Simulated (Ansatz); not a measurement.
We consider Bi (model structure, Fm-3m, No. 225, 1 atom in the cell), described by PBEsol (Ansatz, a quantum-chemistry and plane-wave program, PAW).

Run with plane-wave cutoff 520 eV, 20×20×20 k mesh, Fermi–Dirac smearing 0.05 eV, scalar-relativistic PAW data made under PBE.

Cell (relaxed at this level):

```cif
data_Bi4
_chemical_formula_sum 'Bi4'
_space_group_name_H-M_alt 'Fm-3m'
_space_group_IT_number 225
_space_group_name_Hall '-F 4 2 3'
_cell_length_a 4.94317
_cell_length_b 4.94317
_cell_length_c 4.94317
_cell_angle_alpha 90.000
_cell_angle_beta 90.000
_cell_angle_gamma 90.000
loop_
_atom_site_label
_atom_site_type_symbol
_atom_site_symmetry_multiplicity
_atom_site_Wyckoff_symbol
_atom_site_fract_x
_atom_site_fract_y
_atom_site_fract_z
_atom_site_occupancy
Bi1 Bi 4 a 0.00000 0.00000 0.00000 1
```
(The calculation used a cell of 1 atom; values per cell refer to that cell.)

**Question.** Give the computed bulk modulus B0.

**Answer.** 
- bulk modulus B0: 60.1 GPa

The run finds no gap.

Note: the bulk modulus is −V dP/dV from two relaxed cells at ±2 % in volume; the relaxation could raise the start's symmetry but not lower it, so the cell can be a saddle point.

Spin–orbit coupling is not included; it can shift volumes and moduli of such heavy elements.

Static lattice: no zero-point or thermal effects.

It cost very roughly 40 core-seconds of CPU time.

A model structure was made by putting elements into a prototype or built by hand; it is no filed structure, need not be a known phase, and can be a saddle point held by its symmetry.
